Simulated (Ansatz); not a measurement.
Worked example: relaxation of cell and atoms of Cu3AsS4 (P-43m, 8 atoms in the cell) in Ansatz (a program for electronic structure).

Level of theory: PBEsol, PAW files made with PBE (plane waves; Ansatz).

```
Cu3AsS4
1.0
    5.14298     0.00000     0.00000
    0.00000     5.14298     0.00000
    0.00000     0.00000     5.14298
Cu As S
3 1 4
Direct
  0.00000   0.50000   0.50000
  0.50000   0.00000   0.50000
  0.50000   0.50000   0.00000
  0.00000   0.00000   0.00000
  0.25268   0.74732   0.74732
  0.74732   0.74732   0.25268
  0.74732   0.25268   0.74732
  0.25268   0.25268   0.25268
```

Reference input (self-consistent single point, DFT, PBEsol, plane waves, PAW files made with PBE): basis.ecutwfc = 420 eV; kpoints.mp_grid.grid = 7 7 7; hamiltonian.xc = pbesol; hamiltonian.pseudopotentials = {kind: paw} (the program's default PAW files); scf.occupations.method = fermi_dirac; scf.occupations.width = 0.1 eV. This run's input differs from it in these lines:

```diff
@@ -24,2 +24,4 @@
   occupations: { method: fermi_dirac, width: 0.1 eV }
+relax:
+  cell: {}
 output:
```

Log, with long lists cut:

```
   [... SCF lines of the steps left out ...]
relax step   1: F+E_penalty+E_count = -28120.70165847 eV  Δ(F+E_penalty+E_count) = +0.000e0 eV  max|allowed force component| = 1.811e-1 eV/Å  Δτ_max = 0.0000 Å  P = +4.702 GPa  Ω = 136.033 Å³  (11 SCF iters, dr2 threshold 1.00e-7 eV, accepted)
relax step   2: F+E_penalty+E_count = -28120.78926169 eV  Δ(F+E_penalty+E_count) = -8.760e-2 eV  max|allowed force component| = 1.094e-1 eV/Å  Δτ_max = 0.0131 Å  P = +2.135 GPa  Ω = 139.621 Å³  energy of the carried Pulay correction = -1.464e-3 eV  [...]
   [... lines left out ...]
relax step   5: F+E_penalty+E_count = -28120.81896647 eV  Δ(F+E_penalty+E_count) = -6.799e-5 eV  max|allowed force component| = 1.730e-4 eV/Å  Δτ_max = 0.0022 Å  P = -0.000 GPa  Ω = 143.098 Å³  energy of the carried Pulay correction = -2.847e-3 eV  [...]
relax step   6: F+E_penalty+E_count = -28120.82170992 eV  Δ(F+E_penalty+E_count) = -2.743e-3 eV  max|allowed force component| = 4.094e-4 eV/Å  Δτ_max = 0.0000 Å  P = -0.001 GPa  Ω = 143.098 Å³  stress off target by 8.93e-4 GPa  SCF on the basis [...]
basis re-selected at this cell: Δ(F+E_penalty+E_count) = -2.743e-3 eV, ΔP = -0.001 GPa vs the last step
the relaxation is at rest under the 24 symmetry operations that the run kept from its start: a minimum is not shown …
Free energy (F): -28120.821710 eV
Internal energy: -28120.735857 eV  (E = F + TS)
E sigma→0 (E₀):  -28120.778783 eV
Entropy (-TS):   -0.085853 eV (-10.732 meV/atom)
Fermi energy:    8.838247 eV
--- Forces (eV/Å), atoms counted from 1 ---
  atom   1  Cu     0.00000000     0.00000000     0.00000000
   [... lines left out ...]
  cell:  # Å, volume = 143.0980 Å³
   [... lines left out ...]
    - { symbol: S, position: [0.25670826919799533, 0.7432917308020047, 0.7432917308020047] }
    - { symbol: S, position: [0.7432917308020047, 0.7432917308020047, 0.25670826919799533] }
    - { symbol: S, position: [0.7432917308020047, 0.2567082691979954, 0.7432917308020047] }
    - { symbol: S, position: [0.25670826919799533, 0.2567082691979954, 0.25670826919799533] }
```

The run converged. 

Summary of the result:
```
Property                                                                            Value
-----------------------------------------------  ----------------------------------------
Free energy E − TS (on the zero of these files)                            -28120.8217 eV
Fermi level (on the code's own zero)                                              8.84 eV
Pressure                                                                         0.00 GPa
Final cell                                       a = b = c = 5.2305 Å, α = β = γ = 90.00°
Final volume per atom                                                            17.89 Å³
Relaxation steps                                                                        6
```

The starting cell comes from a database of computed structures (which also holds hypothetical and non-ambient phases and stackings), without a prior relaxation at this level. Its lattice was rescaled by a random factor within 2.5 % of one. Spin polarisation is off. The relaxation keeps the symmetry of its start, so its end need not be a minimum. Ansatz's pressure includes its estimate of the finite-basis (Pulay) stress. The run gives no clean gap (levels at the Fermi energy touch, overlap or are partly filled at this smearing), which alone does not show that the compound is a metal.

Cost on one core of a shared machine: roughly 2 min.

Keys are those of Ansatz 0.2.
